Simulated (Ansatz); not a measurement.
# Lattice parameter c of AlN (model structure, started from the BeO type, P4₂/mnm, No. 136, 8 atoms in the cell) at several levels of theory

No measured value is used here.

```
level (code)           value (Å)
---------------------  ---------
LDA (Ansatz)               3.085
PBE (Ansatz)               3.122
PBE-D3(BJ) (Ansatz)        3.108
r²SCAN (Ansatz)            3.100
r²SCAN+rVV10 (Ansatz)      3.098
```

Cutoffs differ between the levels. Ansatz's density-functional and Hartree–Fock values are scalar-relativistic unless marked +SOC, with PAW data made under PBE.

A model structure was made by putting elements into a prototype or built by hand; it is no filed structure, need not be a known phase, and can be a saddle point held by its symmetry.

Ansatz is a program for electronic structure.
